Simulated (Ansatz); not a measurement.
**HfN: uniaxial strain ε_zz = +2.00 %**

The reference is HfN in the rock salt structure (space group Fm-3m, No. 225; a = 4.468 Å; relaxed with 0.1 eV smearing). Axes: x, y, z lie along the cube axes.

Modification: uniaxial strain ε_zz = +2.00 %, all other strain components held at zero, atoms relaxed at fixed cell.

All numbers come from Ansatz (a first-principles code), LDA, PAW, cutoff 420 eV, no spin-orbit coupling. Γ-centred 22×22×22 mesh, Fermi–Dirac width 0.1 eV.

- Volume per atom: 11.37 Å³ (base 11.15 Å³)
- Space group: I4/mmm (No. 139) (base Fm-3m (No. 225))
- Shortest interatomic distance: 2.234 Å (base 2.234 Å)
- Energy relative to the base (free energy F): +8.7 meV/atom
- Pressure (mean of the normal stresses, compression positive): -5.5 GPa (base 0.0 GPa)
- Band gap: zero (base zero)
- Stress (xx, yy, zz, yz, xz, xy; compression positive): (-2.2, -2.2, -12.0, 0.0, 0.0, 0.0) GPa

Final structure:

```yaml
crystal:
  lattice:
    - [0.00000, 2.23415, 2.27884]
    - [2.23415, 0.00000, 2.27884]
    - [2.23415, 2.23415, 0.00000]
  atoms:
    - { symbol: Hf, position: [0.00000, 0.00000, 0.00000] }
    - { symbol: N, position: [0.50000, 0.50000, 0.50000] }
```

Whether these cells are dynamically stable was not tested. The final runs are not spin-polarised. An odd electron count without spin: HfN.
